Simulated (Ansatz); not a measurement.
Results of PBE-D3(BJ)+SOC in Ansatz (PAW) for 1T (CdI2-type) PtTe₂.

Numerical settings: plane-wave cutoff 520 eV, 18×18×12 k mesh (along the axes of the cell as run), Fermi–Dirac smearing 0.066 eV (set by the program), PAW data made under PBE.

Cell (relaxed at this level):

```cif
data_PtTe2
_chemical_formula_sum 'Te2 Pt1'
_space_group_name_H-M_alt 'P 1'
_space_group_IT_number 1
_cell_length_a 4.05070
_cell_length_b 4.05070
_cell_length_c 5.11856
_cell_angle_alpha 90.000
_cell_angle_beta 90.000
_cell_angle_gamma 120.000
loop_
_space_group_symop_operation_xyz
  'x, y, z'
loop_
_atom_site_label
_atom_site_type_symbol
_atom_site_fract_x
_atom_site_fract_y
_atom_site_fract_z
_atom_site_occupancy
Te1 Te 0.33333 0.66667 0.26607 1
Te2 Te 0.66667 0.33333 0.73393 1
Pt1 Pt 0.00000 0.00000 0.00000 1
```

Q: Predict the elastic constant C13, Young modulus, Voigt–Reuss–Hill bulk modulus, elastic constant C12, elastic constant C66, elastic constant C11, elastic constant C33 and elastic constant C44.

A: 
elastic constant C13: 44.7 GPa
Young modulus: 105 GPa
Voigt–Reuss–Hill bulk modulus: 70.3 GPa
elastic constant C12: 52.9 GPa
elastic constant C66: 55.2 GPa
elastic constant C11: 163 GPa
elastic constant C33: 73.7 GPa
elastic constant C44: 47.1 GPa

Elastic constants are with the ions relaxed.

The computed numbers hold no vibrational or temperature effects.

Ansatz is an electronic-structure program.
